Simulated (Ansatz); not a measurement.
**CdO in the rock salt structure (space group Fm-3m, No. 225)**

```
CELL_PARAMETERS angstrom
      0.00000     2.34512     2.34512
      2.34512     0.00000     2.34512
      2.34512     2.34512     0.00000
ATOMIC_POSITIONS crystal
  O  0.00000 0.00000 0.00000
  Cd 0.50000 0.50000 0.50000
```

Computed with PBEsol (Ansatz, an electronic-structure program, PAW, no spin-orbit coupling). Settings: 12×12×12 k-points, 0.05 eV Fermi–Dirac smearing.

```json
{
  "volume_per_atom": "12.90 Å³",
  "density": "8.27 g/cm³",
  "band_gap": "zero",
  "total_energy": "-4372.242 eV/atom (σ→0; compares only within this code and set-up)"
}
```

No phonon test of stability was made. The final runs are not spin-polarised. A zero or small gap of CdO can be the functional's error rather than a property of the material.
